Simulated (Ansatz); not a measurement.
What isotropic strain +1.00 % does to YN

Base system: YN in the rock salt structure (space group Fm-3m, No. 225; a = 4.896 Å).

Now apply this change: every lattice vector is stretched by 1.00 %, atoms relaxed at fixed cell.

All numbers come from Ansatz (a quantum-chemistry and plane-wave program), r2SCAN, PAW, cutoff 500 eV, scalar-relativistic without spin-orbit coupling. Γ-centred 12×12×12 mesh, Fermi–Dirac width 0.05 eV.

```csv
quantity,base,changed,shift
volume per atom,14.67 Å³,15.11 Å³,+0.44 Å³
space group,Fm-3m (No. 225),Fm-3m (No. 225),–
energy relative to the base (free energy F),0 meV/atom,+6.8 meV/atom,+6.8 meV/atom
pressure,0.00 GPa,-4.76 GPa,-4.76 GPa
band gap,0.58 eV,0.63 eV,+0.05 eV
gap character,"indirect, Γ → X","indirect, Γ → X",–
mean gap deformation potential ΔEg/Δln V,–,+1.6 eV,–
width of the top valence band,2.28 eV,2.20 eV,-0.08 eV
electron mass,"1.3 mₑ along k, 0.15 mₑ across (at X)","1.3 mₑ along k, 0.16 mₑ across (at X)",–
```

Final structure:

```yaml
crystal:
  lattice:
    - [0.00000, 2.47231, 2.47231]
    - [2.47231, 0.00000, 2.47231]
    - [2.47231, 2.47231, 0.00000]
  atoms:
    - { symbol: Y, position: [0.00000, 0.00000, 0.00000] }
    - { symbol: N, position: [0.50000, 0.50000, 0.50000] }
```

Masses are band curvatures over ±0.01 Å⁻¹ around the edge. Along k means along the line from Γ to the band edge. Whether these cells are dynamically stable was not tested.
